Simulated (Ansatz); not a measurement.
The reference is Mo in the bcc (W type) structure (space group Im-3m, No. 229; a = 3.130 Å; relaxed with 0.1 eV smearing).

Level of theory: DFT with PBEsol, PAW potentials and a 420 eV plane-wave cutoff in Ansatz (a first-principles code), spin-orbit coupling left out.

Strains are applied to the cell and any free atomic positions relax.

One change was made to it. Results:

| quantity | base | after |
|---|---|---|
| pressure | 0.0 GPa | -14.7 GPa |
| energy relative to the base (free energy F) | 0 meV/atom | +45 meV/atom |
| band gap | zero | zero |

Which of these changes matches the shifts?
A) isotropic strain −2.00 %
B) isotropic strain +1.50 %
C) isotropic strain +3.00 %
D) isotropic strain +2.00 %

D, isotropic strain +2.00 %. For comparison, the energy relative to the base in the other runs: isotropic strain +3.00 % gives +99 meV/atom; isotropic strain −2.00 % gives +51 meV/atom; isotropic strain +1.50 % gives +26 meV/atom.

Stability against distortions was not tested. All final runs are without spin polarisation.
